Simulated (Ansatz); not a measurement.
Pt (P6₃/mmc, No. 194, 2 atoms in the cell; start mp-2647022; another form than the element's usual one), treated with LDA (PAW; Ansatz, a quantum-chemistry and plane-wave program).

Settings: plane-wave cutoff 520 eV, 24×24×12 k mesh (along the axes of the cell as run), Fermi–Dirac smearing 0.05 eV, scalar-relativistic PAW data made under PBE.

Cell (relaxed at this level):

```
CELL_PARAMETERS angstrom
      2.71096     0.00000     0.00000
     -1.35548     2.34776     0.00000
      0.00000     0.00000     4.66779
ATOMIC_POSITIONS crystal
  Pt 0.66667 0.33333 0.75000
  Pt 0.33333 0.66667 0.25000
```

Question: Give the computed bulk modulus B0.

Answer: 
bulk modulus B0: 299 GPa

The run finds no gap.

Note: the bulk modulus is −V dP/dV from two relaxed cells at ±2 % in volume; the relaxation could not lower the start's symmetry, so the cell can be a saddle point above a distorted one.

Spin–orbit coupling is not included.

Computed values are for the static lattice.

Computing time: roughly 40 core-seconds.

A start named mp-… is a Materials Project structure, which need not be a measured phase.
